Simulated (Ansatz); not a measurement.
The starting structures come from a database of crystals and need not be the phases stable at ambient conditions.

 Where the default PAW files enter, the runs use the earlier of Ansatz's two default sets.

Inside the gap of an insulator the Bloch states are evanescent, with a wavenumber k + iκ along the transport direction.

```
CELL_PARAMETERS angstrom
      4.75323     0.00000     0.00000
      2.37662     8.60372     0.00000
      0.00000     1.31299     4.56829
ATOMIC_POSITIONS crystal
  Ca 0.33728 0.32544 0.33728
  Ca 0.66272 0.67456 0.66272
  Ca 0.50000 0.00000 0.00000
  Ca 0.00000 0.00000 0.50000
  Bi 0.14076 0.71848 0.14076
  Bi 0.85924 0.28152 0.85924
  O  0.50000 0.00000 0.50000
```

Space group of this cell: I4/mmm. The cell is taken as given.

Transport runs along the normal of the first two printed cell vectors, the (101) plane of the conventional cell.

The gap is the functional's own. No spin-orbit coupling. Mid-gap values are interpolated on the energy grid.

Q: Give the band gap and the smallest decay constant κ at mid-gap that r2SCAN (Ansatz, a first-principles code) yields.

A: Gap 1.19 eV on a 8×8×8 mesh; κ = 0.099 1/Å, at the zone centre.
